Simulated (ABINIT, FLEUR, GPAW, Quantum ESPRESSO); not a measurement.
## Bulk modulus against equilibrium volume of hcp Ru (space group 194) over programs and functionals

Each row is a third-order Birch-Murnaghan fit to seven to nine volumes of hcp Ru (space group 194) in one program and functional, each with its own basis, cutoff and mesh; V0 is in Å^3/atom and B0 in GPa. Along one equation of state d ln B/d ln V = -B', so if levels differed mainly by where they put the minimum, ln B0 would fall on a line in ln V0 with a slope near -B0'.

| program, functional, potentials | ln V0 | ln B0 | V0 (Å^3/atom) | B0 (GPa) |
|---|---|---|---|---|
| GPAW, LDA, PAW | 2.567 | 5.891 | 13.03 | 361.9 |
| Quantum ESPRESSO, LDA, GBRV | 2.572 | 5.906 | 13.09 | 367.1 |
| ABINIT, LDA, PseudoDojo | 2.574 | 5.904 | 13.11 | 366.6 |
| FLEUR, LDA, all-electron | 2.575 | ? | 13.13 | ? |
| GPAW, PBEsol, PAW | 2.588 | 5.837 | 13.30 | 342.7 |
| Quantum ESPRESSO, PBEsol, GBRV | 2.588 | 5.852 | 13.30 | 347.8 |
| ABINIT, PBEsol, PseudoDojo | 2.591 | 5.849 | 13.34 | 346.9 |
| GPAW, PBE, PAW | 2.620 | 5.732 | 13.74 | 308.6 |
| Quantum ESPRESSO, PBE, GBRV | 2.621 | 5.745 | 13.75 | 312.6 |
| Quantum ESPRESSO, PBE, PSlibrary PAW | 2.623 | 5.744 | 13.78 | 312.4 |
| FLEUR, PBE, all-electron | 2.623 | 5.747 | 13.78 | 313.1 |
| ABINIT, PBE, PseudoDojo | 2.624 | 5.743 | 13.79 | 311.8 |

**Question.** Using a straight line, estimate the missing ln B0 at ln V0 = 2.575 from the other rows, showing the fit.

**Answer.** With u = ln V0 - 2.599, the rows have u = -0.032000, -0.027000, -0.025000, -0.011000, -0.011000, -0.008000, 0.021000, 0.022000, 0.024000, 0.024000, 0.025000. Means: u 0.00018182, ln B0 5.8136. About the means, the sum of products is -0.016451 and the sum of squares of u is 0.0053856; the slope is their ratio. Least squares gives ln B0 = 5.8142 - 3.055·u. Residuals (row less fit): -0.0210, 0.0093, 0.0134, -0.0108, 0.0042, 0.0104, -0.0180, -0.0020, 0.0031, 0.0061, 0.0052; standard error 0.0123 (degrees of freedom: 9). The slope is -3.1; the rows' own B0' run from 4.7 to 4.9, so the line is flatter than -B0': at one and the same volume the levels with the larger V0 are the stiffer ones. At the withheld row, u = -0.024000, so ln B0 = 5.8142 - 3.055 × (-0.024000) = 5.8875. The calculation gives 5.910, 0.0225 above the prediction (12.6 % of the range of ln B0 in the table). The row lies between fitted rows. From the scatter of the fitted rows alone, a prediction at this place has a standard error of 0.0134, so the miss is 1.7 times that.

The shape of the cell and the inner coordinates aren't relaxed, so V0 and B0 belong to this uniform scaling; a relaxed crystal lies no higher in energy and is usually softer. The runs keep the symmetry of the cell, so they don't test it for distortions. FLEUR's values depend on its sphere radii, cutoffs and local orbitals, which need not be converged. Spin polarisation is off; occupations are Fermi-Dirac, smeared by 0.05 eV in metals and 0.01 eV otherwise. Cutoffs and mesh are single choices, not tested for convergence of this quantity. No row is a reference.
